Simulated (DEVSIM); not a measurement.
System: abrupt Si n-p junction, at 300 K.

```
layer (left to right)  material  thickness (μm)  Nd (cm⁻³)  Na (cm⁻³)  τn (s)  τp (s)
---------------------  --------  --------------  ---------  ---------  ------  ------
1                            Si            84.0     1.2e18          -  9.7e-5  9.7e-5
2                            Si            10.0          -     5.1e14  9.7e-5  9.7e-5
```

Left contact: ohmic. Right contact: ohmic. Voltage is applied to the left contact. Recombination: SRH at mid-gap. Mobility is μmin + (μ − μmin)/(1 + (N/Nref)^α).

The device is made up for the run: typed textbook-type constants, with dimensions and the other settings drawn at random. Values at 300 K.

```tsv
parameter	Si
gap (eV)	1.124
affinity (eV)	4.05
permittivity	11.7
Nc (cm⁻³)	2.86e19
Nv (cm⁻³)	3.1e19
μn (cm²/Vs)	1417
μp (cm²/Vs)	470
μn,min	52
μp,min	45
Nref,n	9.7e16
Nref,p	2.2e17
αn	0.68
αp	0.72
```

Model (solved in DEVSIM): 1D drift-diffusion, Boltzmann statistics, complete ionisation; no tunnelling, impact ionisation, image-force lowering or self-heating.

Task: Tabulate band edges, carrier densities and field at 20.0 V on the left contact.

Result: Energies count from the Fermi level of the right contact; mesh points crowd at the junctions.

```
x (μm)   Ec (eV)  Ev (eV)  n (cm⁻³)  p (cm⁻³)  field (V/cm)
-------  -------  -------  --------  --------  ------------
0.000    -19.918  -21.042    1.2e18     < 1e2           ≈ 0
0.04824  -19.918  -21.042    1.2e18     < 1e2           ≈ 0
0.2024   -19.918  -21.042    1.2e18     < 1e2           ≈ 0
0.6573   -19.918  -21.042    1.2e18     < 1e2           ≈ 0
3.059    -19.918  -21.042    1.2e18     < 1e2           ≈ 0
9.638    -19.918  -21.042    1.2e18     < 1e2           ≈ 0
29.05    -19.918  -21.042    1.2e18     < 1e2           ≈ 0
70.06    -19.918  -21.042    1.2e18     < 1e2           ≈ 0
79.38    -19.918  -21.042    1.2e18     < 1e2           ≈ 0
82.54    -19.918  -21.042    1.2e18     < 1e2           ≈ 0
83.53    -19.918  -21.042    1.2e18     < 1e2           ≈ 0
83.92    -19.918  -21.042    1.2e18     < 1e2           ≈ 0
83.99    -19.916  -21.040    1.1e18     < 1e2          4500
84.02    -19.739  -20.863    1.2e15     < 1e2         57000
84.18    -18.840  -19.964       840     < 1e2         56000
84.62    -16.466  -17.590       860       130         52000
85.92    -10.379  -11.503       940       540         42000
89.75     -0.061   -1.185      2000      6200         12000
93.03      0.839   -0.285    150000    5.1e14           ≈ 0
93.71      0.839   -0.285    200000    5.1e14           ≈ 0
93.92      0.839   -0.285    220000    5.1e14           ≈ 0
94.00      0.839   -0.285    230000    5.1e14           ≈ 0
```
